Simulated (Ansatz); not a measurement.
Band structure of La2Mg (C2/c, 6 atoms in the cell).

```
La2Mg
1.0
    5.33915    -3.12700     0.00000
    5.33915     3.12700     0.00000
   -3.52625     0.00000     5.65431
La Mg
4 2
Direct
  0.75838   0.58178   0.74598
  0.24162   0.41822   0.25402
  0.41822   0.24162   0.75402
  0.58178   0.75838   0.24598
  0.92238   0.07762   0.25000
  0.07762   0.92238   0.75000
```

Level of theory: LDA (PW92), PAW files made with PBE (plane waves; Ansatz, an electronic-structure program).

Settings: basis.ecutwfc = 420 eV; kpoints.mp_grid.grid = 4 4 3; hamiltonian.xc = lda; hamiltonian.pseudopotentials = {kind: paw} (the program's default PAW files); scf.occupations.method = gaussian; scf.occupations.width = 0.2 eV; kpoints.band_path.npoints = 8.

The starting cell comes from a database of computed structures (which also holds hypothetical and non-ambient phases and stackings), without a prior relaxation at this level. Its lattice was rescaled by a random factor within 2.5 % of one.

Levels in eV from the Fermi level, bands 29 to 36:
```json
[
 {"point": "Γ", "29": "-0.67", "30": "-0.58", "31": "-0.35", "32": "-0.15", "33": "-0.14", "34": "0.66", "35": "0.85", "36": "0.91"},
 {"point": "Y", "29": "-0.83", "30": "-0.55", "31": "-0.15", "32": "-0.14", "33": "0.26", "34": "0.55", "35": "0.77", "36": "1.01"},
 {"point": "F", "29": "-0.87", "30": "-0.59", "31": "-0.15", "32": "0.02", "33": "0.46", "34": "0.55", "35": "0.83", "36": "0.91"},
 {"point": "L", "29": "-0.43", "30": "-0.43", "31": "-0.37", "32": "-0.37", "33": "0.36", "34": "0.36", "35": "0.88", "36": "0.88"},
 {"point": "I", "29": "-0.43", "30": "-0.43", "31": "-0.36", "32": "-0.36", "33": "0.36", "34": "0.36", "35": "0.80", "36": "0.80"}
]
```

Bands cross the Fermi level along this path, so the cell is metallic at this level.

Keys are those of Ansatz 0.2.
